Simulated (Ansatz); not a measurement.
The starting structures come from a database of crystals and need not be the phases stable at ambient conditions.

 Where the default PAW files enter, the runs use the earlier of Ansatz's two default sets.

Inside the gap of an insulator the Bloch states are evanescent, with a wavenumber k + iκ along the transport direction.

Here is the system:

```
Li2Se
1.0
    4.20876     0.00000     0.00000
    0.00000     5.95209     0.00000
    2.10438     2.97605     2.10438
Li Se
2 1
Cartesian
  2.10438   4.46407   0.00000
  2.10438   1.48802   0.00000
  0.00000   0.00000   0.00000
```

Space group of this cell: Fm-3m, anti-fluorite. The cell is taken as given; by r2SCAN its mean pressure is 0.6 GPa.

Transport runs along the normal of the first two printed cell vectors, the (110) plane of the conventional cell.

No gap correction and no spin-orbit coupling; mid-gap values are interpolated between computed energies.

Question: Compute, with r2SCAN (Ansatz, a program for electronic structure), the band gap and the smallest decay constant κ at mid-gap.

Answer: Gap 3.46 eV on a 14×14×14 mesh; κ = 0.258 1/Å, at the zone centre.
